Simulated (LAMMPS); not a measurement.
Molecular dynamics of a melt made from Si (diamond structure), 17576 atoms, at 1860 K and 0 GPa, brought to that temperature within a few picoseconds.

All values are model results, not measurements: classical MD, pair style tersoff/mod/c, file Si.tersoff.modc; code LAMMPS.

```
r (Å)   g(r)
-----  -----
1.980  0.000
2.020  0.003
2.060  0.016
2.100  0.070
2.140  0.251
2.180  0.607
2.220   1.17
2.260   1.84
2.300   2.49
2.340   2.92
2.380   3.13
2.420   3.04
2.460   2.78
2.500   2.43
2.540   2.02
2.580   1.66
2.620   1.31
2.660  0.986
2.700  0.690
2.740  0.457
2.780  0.321
2.820  0.249
2.860  0.236
2.900  0.263
2.940  0.326
2.980  0.403
3.020  0.498
3.060  0.572
3.100  0.646
3.140  0.697
3.180  0.750
3.220  0.806
3.260  0.862
3.300  0.904
3.340  0.954
3.380   1.00
3.420   1.04
3.460   1.07
3.500   1.09
3.540   1.12
3.580   1.16
3.620   1.17
3.660   1.20
3.700   1.21
3.740   1.24
3.780   1.26
3.820   1.27
3.860   1.29
3.900   1.29
3.940   1.30
3.980   1.29
4.020   1.27
4.060   1.26
4.100   1.22
4.140   1.21
4.180   1.16
4.220   1.12
4.260   1.09
4.300   1.07
4.340   1.03
4.380   1.01
4.420  0.982
4.460  0.956
4.500  0.942
4.540  0.917
4.580  0.908
4.620  0.897
4.660  0.888
4.700  0.876
4.740  0.867
4.780  0.860
4.820  0.858
4.860  0.861
4.900  0.854
4.940  0.859
4.980  0.853
5.020  0.867
5.060  0.871
5.100  0.876
5.140  0.893
5.180  0.906
5.220  0.918
5.260  0.934
5.300  0.953
5.340  0.968
5.380  0.988
5.420  0.996
5.460   1.01
5.500   1.02
5.540   1.03
5.580   1.03
5.620   1.04
5.660   1.05
5.700   1.05
5.740   1.05
5.780   1.04
5.820   1.05
5.860   1.05
5.900   1.04
5.940   1.04
5.980   1.04
6.020   1.03
```

The data show:
- state found: liquid
- first peak of g(r): 2.39 Å, height 3.1
- coordination number: 4.39 (counted to 2.86 Å)
